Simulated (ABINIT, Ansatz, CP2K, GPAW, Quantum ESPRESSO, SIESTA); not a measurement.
# One structure in several programs: Sn (I4_1/amd, 2 atoms in the cell)

Self-consistent single point.

```
CELL_PARAMETERS angstrom
     -2.99512     2.99512     1.62921
      2.99512    -2.99512     1.62921
      2.99512     2.99512    -1.62921
ATOMIC_POSITIONS crystal
  Sn 0.75000 0.25000 0.50000
  Sn 0.00000 0.00000 0.00000
```

Shared settings, as Ansatz (an electronic-structure program) writes them: kpoints.mp_grid.grid = 8 8 8; scf.occupations.method = gaussian; scf.occupations.width = 0.05 eV. Potentials and cutoffs stand in the table.

| code | model | pressure (GPa) | cutoff |
|---|---|---|---|
| ABINIT | PBEsol, norm-conserving pseudopotentials (PseudoDojo nc-sr-04 PBEsol standard) | -3.76 | 36 Ha |
| Quantum ESPRESSO | PBEsol, GBRV 1.5 ultrasoft (PBESOL) pseudopotentials | -3.85 | 40 Ry |
| CP2K | PBEsol, GPW, DZVP-MOLOPT-SR-GTH basis, GTH-PBE potentials (GTH_POTENTIALS) | -0.90 | grid 400 Ry |
| GPAW | PBEsol, GPAW PAW datasets PBEsol (made by gpaw-setup) | -3.95 | 600 eV |
| SIESTA | GGA PBEsol, numerical atomic orbitals DZP, PseudoDojo PBEsol standard norm-conserving potentials (rewritten from UPF to PSML) | -3.21 | grid 300 Ry |
| Ansatz | PBEsol, default PAW files made with PBE | -3.75 | 420 eV |

The spread over the programs that give each value: pressure within 3.05 GPa.

CP2K and SIESTA use small atom-centred bases, whose incompleteness enters pressures, forces and empty levels differently from a plane-wave cutoff. Ansatz's pressure is given at a fixed set of plane waves, as the other plane-wave codes print theirs. In the pressure, CP2K (by 2.91) lies more than 1 GPa from the median of the plane-wave programs.

The starting cell comes from a database of computed structures (which also holds hypothetical and non-ambient phases and stackings), without a prior relaxation at this level. Its lattice was rescaled by a random factor within 2.5 % of one.

Left out of this page: Elk and FLEUR (not drawn, or without a comparable value).

Keys are those of Ansatz 0.2.
